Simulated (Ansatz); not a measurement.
**rock-salt TaN (1 1 1) on corundum (0 0 1), 3 Al on Ta sites at each interface (film strained to the substrate, started from cuts of the bulks and a machine-learned relaxation)**

A periodic stack without vacuum, rock-salt TaN (1 1 1) on corundum (0 0 1), 3 Al on Ta sites at each interface (film strained to the substrate, started from cuts of the bulks and a machine-learned relaxation): substrate slab Al36O54, film N28Al6Ta22, surface cells [[-1, 1], [-2, -1]] and [[-3, 2], [-2, -1]], film strained by +0.8 and +0.8 %, outermost planes Al/Al and N/Ta as cut, which need not be the usual terminations and can put a slab off its formula.

The start was prepared with a machine-learned potential, and the result is one local minimum, with the in-plane cell held and forces under 0.04 eV/Å; the film can end far from its bulk form.

Level of theory: PBE (plane waves to 420 eV, PAW; Ansatz, a quantum-chemistry and plane-wave program). No spin–orbit coupling; the runs are not spin-polarised; PBE gaps are too small against experiment. Its k-point mesh 4×4×1, Fermi–Dirac width 0.05 eV.

interface area: 60.1 Å²
period: 25.31 Å
gaps between the outermost planes at the two interfaces: 1.10 and 0.54 Å
Al–Al contacts across the interfaces within 1.22 times the sum of covalent radii: 13, mean 2.77 Å
Al–O contacts across the interfaces within 1.22 times the sum of covalent radii: 12, mean 2.03 Å
Al–Ta contacts across the interfaces within 1.22 times the sum of covalent radii: 7, mean 3.08 Å
Al–N contacts across the interfaces within 1.22 times the sum of covalent radii: 3, mean 1.97 Å

```xyz
146
Lattice="8.3290 0.0000 0.0244 4.1645 7.2131 -0.0131 -2.7016 -2.0935 25.3115" Properties=species:S:1:pos:R:3 pbc="T T T"
Al     8.4981     4.5547     3.3223
Al     4.2917     2.1583     3.3225
Al     0.1556    -0.2204     3.3221
Al     7.0874     2.1208     1.1435
Al     2.9704    -0.2304     1.1400
Al     2.9144     4.5991     1.1252
Al     1.5380     2.1597     2.8591
Al     5.6999    -0.2386     2.8558
Al     5.7117     4.5680     2.7339
Al     7.0812     2.1758     5.0253
Al     2.9207    -0.2398     5.0200
Al     2.9278     4.5756     4.9999
O      5.5539     2.9329     1.7715
O      1.4397     0.5022     1.9893
O      9.7497     5.3069     1.9827
O      8.4858     3.0770     2.0107
O      4.3268     0.6982     1.9832
O      4.3687     5.5196     1.7806
O      8.5868     1.4359     4.1698
O      8.5745     6.2375     4.1105
O      4.4294     3.8517     4.0707
O      2.8060     1.4249     4.1526
O     11.1482     6.2291     4.1228
O      6.9629     3.8292     4.0752
O      9.8700     3.6394     4.1658
O      5.7032     1.2511     4.1252
O      5.7173     6.0355     4.0654
O      3.0243     2.9051     2.0033
O      7.2023     0.4849     2.0040
O      7.2032     5.2491     1.7584
Al     7.0870     2.1907     7.7183
Al     2.9005    -0.2174     7.7093
Al     2.9171     4.5733     7.6860
Al     1.5315     2.1728     5.5236
Al     5.6974    -0.2311     5.5322
Al     5.6967     4.5767     5.4656
Al     8.4631     4.5905     7.2017
Al     4.3085     2.1793     7.1999
Al     0.1360    -0.2324     7.1966
Al     1.5232     2.1922     9.3781
Al     5.6967    -0.2256     9.3256
Al     5.6765     4.5923     9.4052
O      8.3478     2.9230     6.3253
O      4.1913     0.5101     6.3137
O      4.1991     5.3189     6.2785
O      7.0847     0.7050     6.3237
O      7.0823     5.5070     6.2874
O      2.9325     3.1104     6.3051
O      7.1797     3.8725     8.5026
O      3.0211     1.4604     8.4890
O     11.3533     6.2545     8.4762
O      9.7363     3.8474     8.5012
O      5.5699     1.4434     8.4924
O      5.5674     6.2466     8.4971
O      8.4775     1.2476     8.5086
O      8.4646     6.0669     8.4805
O      4.3096     3.6554     8.4993
O      5.8022     2.9150     6.2965
O      1.6375     0.4936     6.3132
O      9.9688     5.3131     6.3121
Al     1.4914     2.2073    12.0005
Al     5.6621    -0.1955    11.8609
Al     5.6805     4.6294    12.0489
Al     8.4481     4.5909     9.8936
Al     4.3000     2.2004     9.8956
Al     0.1387    -0.2115     9.8954
Al     7.0916     2.2353    11.7545
Al     2.8590    -0.2139    11.7329
Al     2.8966     4.5731    11.7440
Al     8.5098     4.6161    13.4999
Al     4.3894     2.2304    13.4910
Al     0.0019    -0.1660    13.4771
O      2.8012     2.9211    10.7089
O      6.9464     0.5403    10.6620
O      6.9609     5.3762    10.7075
O      1.5508     0.7216    10.6933
O      9.8476     5.5257    10.6680
O      5.7111     3.1140    10.6971
O      5.7844     1.3451    12.8606
O      1.4950    -0.9289    12.8414
O      9.9051     3.8098    12.8246
O      8.4025     1.4554    12.8306
O      4.2932    -0.8594    12.9619
O      4.2595     3.8374    12.8307
O      7.0745     3.7994    12.8653
O      2.8157     1.3348    13.0656
O      6.8890    -1.0495    12.9429
O      8.5508     2.9190    10.6721
O      4.3476     0.5298    10.7093
O      4.3625     5.3323    10.6951
N      9.0910     5.2185    15.2975
N      6.1382     6.3787    15.5735
N      6.8177     3.2772    15.7814
N      3.7571     4.1647    15.6154
N      4.4568     1.2868    15.1940
N      1.4223     2.1709    15.5534
N     -0.8384     0.0909    15.2630
N      6.0929     1.4038    17.8364
N      3.2103     2.5236    17.9013
N      3.6992    -0.9018    17.8988
N      0.5388     0.4139    17.8281
N      5.5482     4.5375    17.8368
N      2.5979     5.4341    17.8465
N      8.6199     3.4409    17.8969
N      7.3009     4.8945    20.2762
N      0.1582    -1.3702    20.3495
N      4.8688     2.6254    20.3596
N      1.9858     3.7099    20.3179
N      2.5564     0.7536    20.3654
N     -0.3085     1.8202    20.2563
N      5.2730    -0.1878    20.3649
N      4.3191     1.1372    22.8184
N      1.3855     2.0633    22.7940
N      1.8986    -0.9970    22.8311
N     -1.0753     0.0057    22.9298
N      3.6697     4.1532    22.7136
N      9.0860     5.1554    22.8149
N      6.6701     3.0992    22.8315
Al     5.6375    -0.2186    14.6122
Al     2.6214     0.8127    14.9255
Al     7.4118     5.1503    16.2955
Ta     4.4865     5.9399    16.4928
Ta     5.0477     2.7816    16.5601
Ta     1.9642     3.9710    16.3115
Ta     8.0065     1.7880    16.3657
Ta     6.6259     3.1411    19.1549
Ta     3.8816     4.1336    19.1703
Ta     4.1877     0.8332    18.8321
Ta     1.4664     1.9521    18.9094
Ta     1.8438    -0.8905    18.9886
Ta    -1.2286     0.0490    19.0977
Ta     9.2338     5.2040    19.1144
Ta     3.6243    -0.6384    21.6977
Ta     0.7067     0.3272    21.5632
Ta     5.5762     4.4012    21.5805
Ta     2.4286     5.5830    21.4939
Ta     3.1111     2.4090    21.8318
Ta     8.5188     3.5108    21.6484
Ta     6.1422     1.4165    21.5820
Al     5.9093     2.3004    25.8942
Al     1.6632     5.0195    25.8929
Al     1.4259     0.0834    25.8968
Ta    -0.3633     1.8175    23.8582
Ta     0.1455    -1.4784    23.8163
Ta     5.3591    -0.2854    23.8857
Ta     7.2982     4.8148    23.8877
```
